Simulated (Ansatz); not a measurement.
The starting structures come from a database of crystals and need not be the phases stable at ambient conditions.

 Where the default PAW files enter, the runs use the earlier of Ansatz's two default sets.

The decay constant κ of evanescent states in the gap governs leakage through a thin film.

Given:

```xyz
6
Lattice="2.8975 0.0000 0.0000 0.0000 5.1101 0.0000 0.0000 0.0000 5.9002" Properties=species:S:1:pos:R:3 pbc="T T T"
P      1.4488     3.3845     5.1557
P      1.4488     1.7256     0.7446
P      0.0000     0.8295     3.6947
P      0.0000     4.2806     2.2056
Ru     1.4488     2.5551     2.9501
Ru     0.0000     0.0000     0.0000
```

Space group of this cell: Pnnm. The cell is taken as given; by PBEsol its mean pressure is -3.5 GPa.

Transport runs along the normal of the first two printed cell vectors.

No gap correction and no spin-orbit coupling; mid-gap values are interpolated between computed energies.

Q: Estimate the band gap and the smallest decay constant κ at mid-gap that Ansatz (a first-principles code) with PBEsol returns for this system.

A: Gap 0.48 eV on a 10×6×6 mesh; κ = 0.095 1/Å, at (0.500, 0.000) of the in-plane reciprocal vectors. At the zone centre, at the nearest computed energy, the slowest state has κ = 0.22 1/Å.
